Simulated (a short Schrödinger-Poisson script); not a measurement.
Structure: MOS inversion layer, SiO2 on p-type InP, at 400 K.

```
layer  material  thickness (nm)  Na (cm⁻³)
-----  --------  --------------  ---------
1          SiO2             1.4          -
2           InP             260     3.4e18
```

Constants are typed, rounded textbook-type inputs, not results; the design itself was drawn at random and stands for no fabricated device. SiO2: permittivity 3.9, conduction-band edge (eV) 3.48, gap (eV) 9, electron mass (mₑ) 0.5. InP: permittivity 12.5, conduction-band edge (eV) 0, gap (eV) 1.344, Nv at 300 K (cm⁻³) 1.1e19.

Channel valleys (confinement mass, in-plane density-of-states mass, number): Γ 0.08, 0.08, 1. At the gate the conduction-band edge of layer 1 lies 3.5 eV − eVg above the Fermi level of the channel; the field vanishes at the back. Gaps are held at their typed values at every temperature. Mesh 0.03 nm at interfaces.

Solved with a short Schrödinger-Poisson script written for these runs: 1D Poisson equation in equilibrium, electrons quantum, Hartree (BenDaniel-Duke, 12 states a valley, the channel's in-plane mass for all, wave functions ending at the dielectric), parabolic valleys, classical holes, full ionisation, no traps, pinning or gate leakage.

The same stack at other levels of the model or other numerical settings:

| run | sheet density of all electrons at Vg = 1.2 V (cm⁻²) | capacitance at Vg = 1.2 V (μF/cm²) | centroid of the channel electrons at Vg = 1.2 V (nm) | gate voltage at 1e11 electrons/cm² (V) | rough cost against the base |
|---|---|---|---|---|---|
| base | 1.30e12 | 1.21 | 2.45 | 0.95 | about 1 |
| electrons treated as classical, Boltzmann | 6.76e12 | 2.23 | 0.26 | ? | 0.08 |
| electrons treated as classical, Fermi-Dirac | 3.13e12 | 1.31 | 0.92 | 0.60 | 0.3 |
| electrons treated as quantum, Hartree plus LDA exchange-correlation | ? | ? | 2.44 | 0.94 | 1 |
| mesh six times as coarse | 1.31e12 | 1.21 | 2.45 | 0.95 | 0.2 |
| one subband a valley | 1.30e12 | 1.21 | 2.45 | 0.95 | 0.6 |

Problem. Complete the blanks.

Solution. 
- electrons treated as classical, Boltzmann, gate voltage at 1e11 electrons/cm² (V): 0.58
- electrons treated as quantum, Hartree plus LDA exchange-correlation, capacitance at Vg = 1.2 V (μF/cm²): 1.27
- electrons treated as quantum, Hartree plus LDA exchange-correlation, sheet density of all electrons at Vg = 1.2 V (cm⁻²): 1.47e12

The classical rows ignore confinement, and Boltzmann statistics overrate the density once the band edge passes the Fermi level.
